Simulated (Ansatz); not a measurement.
Where the default PAW files enter, the runs use the earlier of Ansatz's two default sets.

Tunnelling through a barrier is set by its complex band structure: the current falls as exp(−2κd) with the smallest κ.

Here is the system:

```
Si
1.0
    3.84928     0.00000     0.00000
    0.00000     3.84928     0.00000
    1.92464    -1.92464     2.72185
Si
2
Cartesian
  3.84928   1.92464   1.36092
  0.00000   0.00000   0.00000
```

Space group of this cell: Fd-3m, diamond. The cell is taken as given; by PBEsol its mean pressure is -0.5 GPa.

Transport runs along the normal of the first two printed cell vectors, the (001) plane of the conventional cell.

The gap is the functional's own, uncorrected, and κ follows it; spin-orbit coupling is left out. Mid-gap means the computed energy nearest the middle.

Q: Compute, with PBEsol run with Ansatz (a quantum-chemistry and plane-wave program), the band gap and the smallest decay constant κ at mid-gap.

A: Gap 0.48 eV on a 12×12×12 mesh; κ = 0.094 1/Å, at the zone centre.
